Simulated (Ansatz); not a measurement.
Cost and result by functional for the adsorption energy of H on the 1x1 (0001) surface of corundum (cut with top plane Al), one in a 1x1 cell, started at the site 'top O', in Ansatz (plane waves, PAW). Single points on the PBE structure, on one kind of machine; costs are rough ratios of the slab run's core time (references not counted) to the cheapest single point. r2SCAN's cost holds its higher cutoff (500 against 420 eV). Differences are taken against r2SCAN for comparison alone: no measured value is at hand, so the table doesn't rank accuracy. The points keep PBE's geometry, so the relaxation of a polaron and the settling of charge on one site are left out.

Host crystal: corundum, with a band gap (PBE, scalar-relativistic without spin-orbit coupling).

Set-up: 21 atoms, 6.7 Å thick at the start under the adsorbate (thin: gaps and levels are the slab's own); mesh 6x6x1; 0.01 eV smearing; dipole correction on; 9 atoms held, the rest relaxed; no symmetry held; spin-polarised, ending with about 1.0 μB a cell; orders that need a larger cell were not tried, no spin-orbit, no U, no dispersion correction. At the end it is bonded to O. In PBE it is, or lies within 0.03 eV of, the lowest of the starts that converged. These notes are the PBE run's. r2SCAN: The program's check for a lower electronic state was not made. Adsorption energies are against ½ H2(g). A negative adsorption energy means that the adsorbate is more stable on the surface than in its reference.

```csv
functional,relative cost,adsorption energy (eV),less r2SCAN (eV)
RPBE,1,1.36,0.04
r2SCAN,2,1.33,0.00
PBE (the relaxed run's value),–,1.31,-0.02
```

The values span 0.05 eV, while the single points' costs differ by a factor of roughly 2. Differences are of unrounded values.

Ansatz is a program for electronic structure.
